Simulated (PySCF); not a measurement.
PySCF 2.14.0, HF/def2-svp, df: Hf(O)(NMe2)(Me) (C[N](C)[Hf]([CH3])=[O]), 15 atoms. The geometry is a generated start, not checked to be a minimum at this level.

```
Item                                                 Value
-------------------------  -------------------------------
task                                                energy
method                                                  hf
basis                                             def2-svp
two-electron scheme                        density fitting
mol.max_memory                                     3000 MB
mf.max_cycle                                           100
mf.init_guess                              minao (default)
mf.DIIS                                    CDIIS (default)
mf.diis_space                                  8 (default)
mf.conv_tol                                1e-09 (default)
effective core potentials  those of the basis set, past Kr
basis functions                                        147
```

```xyz
15

Hf     0.2848     0.1615    -1.3420
O      1.9514     0.3007    -0.8618
N     -0.5035    -1.0125     0.1024
C     -0.4486    -0.1677     1.2866
C      0.4159    -2.1345     0.2756
H     -0.7038    -0.7474     2.1822
H      0.5685     0.2626     1.4266
H     -1.1785     0.6459     1.1899
H      1.4453    -1.7798     0.4658
H      0.1009    -2.7546     1.1270
H      0.4070    -2.7593    -0.6249
C     -0.4986     2.2182    -1.3381
H     -1.4732     2.2623    -0.8383
H     -0.5914     2.7122    -2.3114
H      0.2239     2.7925    -0.7398
```

Charge 0 and multiplicity 1 are set for this test and not shown to be the ground state.

One run each on 2 threads, 1 BLAS thread. Values of level_shift (Hartree) tried: 0 (default), 0.1, 0.3, 1.

Task: Which value of level_shift (Hartree) needs the fewest Fock builds, and what happens away from it?

Result: Fewest Fock builds, within one of each other: 0 (default) with 15, 0.1 with 15. The count rises to 35 at 1. All converge to one solution.

```json
[
 {"level_shift (Hartree)": "0 (default)", "Fock builds": "15", "end": "same solution"},
 {"level_shift (Hartree)": "0.1", "Fock builds": "15", "end": "same solution"},
 {"level_shift (Hartree)": "0.3", "Fock builds": "19", "end": "same solution"},
 {"level_shift (Hartree)": "1", "Fock builds": "35", "end": "same solution"}
]
```
